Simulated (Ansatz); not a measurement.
A relaxation of the atoms of InSe (Cm, 4 atoms in the cell) with Ansatz (an electronic-structure program).

Method of the run: LDA (PW92), PAW files made with PBE (plane waves; Ansatz).

The change in words: one atom moved by 0.15 angstrom; relax: default → atoms; relax.f_tol: default → 0.2 eV/Å. Reference geometry:
```
InSe
1.0
    5.85553    -2.06492     0.00000
    5.85553     2.06492     0.00000
   -1.73185     0.00000     4.79521
In Se
2 2
Direct
  0.11180   0.11180   0.95316
  0.88820   0.88820   0.04684
  0.33907   0.33907   0.33104
  0.66093   0.66093   0.66896
```

Reference input (self-consistent single point, DFT, LDA (PW92), plane waves, PAW files made with PBE): basis.ecutwfc = 420 eV; kpoints.mp_grid.grid = 6 6 4; hamiltonian.xc = lda; hamiltonian.pseudopotentials = {kind: paw} (the program's default PAW files); scf.occupations.method = fixed. This run's input differs from it in these lines:

```diff
@@ -7,3 +7,3 @@
   atoms:
-    - { symbol: In, position_ang: [-0.341432, 0.000000, 4.570601] }
+    - { symbol: In, position_ang: [-0.341431, -0.000000, 4.720600] }
     - { symbol: In, position_ang: [10.320638, -0.000000, 0.224608] }
@@ -24,2 +24,4 @@
     method: fixed
+relax:
+  f_tol: 0.2
 output:
```

Log, with long lists cut:

```
   [... SCF lines of the steps left out ...]
relax step   1: F+E_penalty+E_count = -21682.63587503 eV  Δ(F+E_penalty+E_count) = +0.000e0 eV  max|allowed force component| = 6.591e-1 eV/Å  Δτ_max = 0.0000 Å  (7 SCF iters, dr2 threshold 1.00e-4 eV, accepted)
relax step   2: F+E_penalty+E_count = -21682.66440290 eV  Δ(F+E_penalty+E_count) = -2.853e-2 eV  max|allowed force component| = 4.819e-1 eV/Å  Δτ_max = 0.1288 Å  (8 SCF iters, accepted)
relax step   3: F+E_penalty+E_count = -21682.68605715 eV  Δ(F+E_penalty+E_count) = -2.165e-2 eV  max|allowed force component| = 1.094e-1 eV/Å  Δτ_max = 0.0972 Å  (7 SCF iters, accepted)
the relaxation is at rest under the 2 symmetry operations that the run kept from its start: a minimum is not shown …
Free energy (F): -21682.686057 eV
Internal energy: -21682.686057 eV  (E = F + TS)
E sigma→0 (E₀):  -21682.686057 eV
Fermi energy:    6.517545 eV
--- Forces (eV/Å), atoms counted from 1 ---
  atom   1  In     0.03066430     0.00000000     0.03858930
  atom   2  In    -0.03018252     0.00000000    -0.04071772
  atom   3  Se     0.10890251     0.00000000     0.08174324
  atom   4  Se    -0.10935324     0.00000000    -0.07968388
--- Stress (GPa, compression-positive) ---
       -3.837413       0.000000       0.392445
        0.000000      -2.764414       0.000000
   [... lines left out ...]
  atoms:
    - { symbol: In, position: [0.11135303100643418, 0.11135303100643418, 0.9532483285084005] }
    - { symbol: In, position: [0.8909615786070366, 0.8909615786070366, 0.06243861672575138] }
    - { symbol: Se, position: [0.3362958676441179, 0.3362958676441179, 0.3316818884205556] }
    - { symbol: Se, position: [0.6660154907879638, 0.6660154907879638, 0.6839121803740872] }
```

The run converged. 

Summary of the result:
| Property | Value |
|---|---|
| Free energy E − TS (on the zero of these files) | -21682.6861 eV |
| Top of the valence band (on the code's own zero) | 6.52 eV |
| Gap on the k-point mesh | 1.05 eV |
| Pressure | -2.77 GPa |
| Largest force (vector length) | 0.136 eV/Å |
| Relaxation steps | 3 |

The starting cell comes from a database of computed structures (which also holds hypothetical and non-ambient phases and stackings), without a prior relaxation at this level. Its lattice was rescaled by up to half a per cent. For this run, on top of that: one atom moved by 0.15 angstrom. Ansatz's pressure includes its estimate of the finite-basis (Pulay) stress.

Cost on one core of a shared machine: roughly 30 s.

Keys are those of Ansatz 0.2.
